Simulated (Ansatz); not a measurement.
Given:

```
CSi
1.0
    0.00000     2.17845     2.17845
    2.17845     0.00000     2.17845
    2.17845     2.17845     0.00000
Si C
1 1
Cartesian
  1.08922   1.08922   1.08922
  0.00000   0.00000   0.00000
```

Method: r2SCAN, rigid bands (plane waves, PAW, scalar-relativistic; Ansatz, a first-principles code). Condition of this run: functional r2SCAN on the same cell. How the cell was made: cell and atoms relaxed with PBEsol.

**Question.** Predict the hole conductivity mass (n e² τ/σ) at 300 K, by direction if it differs.

**Answer.** 0.66 mₑ.

**Question.** What conductivity effective mass do dilute electrons have at 300 K?

**Answer.** 0.30 mₑ.

**Question.** And the band gap?

**Answer.** 1.71 eV at this level; semilocal functionals usually fall short of the measured gap.

Rigid bands, one relaxation time for all states, no polarons. Spin-orbit coupling is left out; where it splits the top of the valence band it changes the hole mass and lowers the gap by about a third of the splitting. Geometry: cell and atoms relaxed with PBEsol.
